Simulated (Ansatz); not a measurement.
The reference is Cs2AgBiBr6 (space group Fm-3m, No. 225; a = 11.187 Å). Axes: x, y, z lie along the cube axes.

One thing is altered: the cell is compressed by 3.00 % along z with no lateral relaxation; the atoms relax in the strained cell.

Calculations: PBEsol (Ansatz, a first-principles code; PAW; 420 eV plane waves; no spin-orbit coupling).

Question: Give the band edges at the high-symmetry points of the new zone, measured from its valence-band maximum.

Answer: 
```
point  valence edge (eV)  conduction edge (eV)
-----  -----------------  --------------------
Γ                  -0.71                  1.79
X                  -0.20                  2.32
P                  -0.38                  2.36
N                  -1.47                  0.91
M                   0.00                  2.41
S                  -0.26                  2.13
S₀                 -0.26                  2.13
R                  -0.18                  2.42
G                  -0.18                  2.42
```

The gap is 0.91 eV, indirect, M → N.

With Bi present, leaving out spin-orbit coupling can change the band edges. Whether these cells are dynamically stable was not tested. k-point labels follow each cell's own Brillouin zone.
